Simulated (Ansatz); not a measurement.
**ZrB2: energy against strain**

ZrB2 (AlB2 type, P6/mmm, 10.076 Å³/atom at rest, c along z) under an equal strain ε in the (0001) plane with the normal axis free, as in a coherent film. PBEsol in Ansatz, a plane-wave DFT program (PAW, default set), 420 eV, 21×21×17 Γ-centred mesh, Fermi-Dirac smearing 0.10 eV; ions are relaxed within the symmetry of each cell.

Here s stands for strain and y for E less E0.

| strain (%) | E less E0 (meV/atom) |
|---|---|
| -3.00 | ? |
| -1.50 | 8.28 |
| -1.00 | 3.63 |
| -0.50 | 0.89 |
| 0.00 | 0.00 |
| 0.50 | 0.91 |
| 1.00 | 3.56 |
| 1.50 | 7.90 |

Task: Fit y against s with a parabola, and predict the withheld value at s = -3.00.

Result: Least squares gives y = 0.000 - 0.0900·s + 3.5952·s². Residuals (row less fit): 0.056, -0.055, -0.054, 0.000, 0.056, 0.055, -0.054; standard error 0.067 (degrees of freedom: 4). Twice the quadratic coefficient over the volume, 2 × 3.5952 meV × 10⁴ × 0.1602 / 10.076 Å³, is twice the biaxial elastic modulus of this plane = 1143 ± 9 GPa. At the withheld row, y = 0.000 - 0.0900 × (-3.0) + 3.5952 × (-3.0)² = 32.627 meV/atom. The calculation gives 34.16 meV/atom, 1.533 meV/atom above the prediction (4.5 % of the range of y in the table). The row lies outside the fitted rows, so this is an extrapolation. From the scatter of the fitted rows alone, a prediction at this place has a standard error of 0.258 meV/atom, so the miss is 5.9 times that.

One order more, fitted to all 13 runs of the series, follows each within 0.01, so the miss is the next term of a smooth law. In a metal these values are sensitive to mesh and smearing; energies are taken to zero smearing, stresses follow the free energy. Rows are the converged runs of the series near zero and its far end; series whose fitted rows scatter by over a few per cent of the range, as at a crossing or softening among them, aren't shown in this form. Most that stay on the fit to the last digits aren't either.
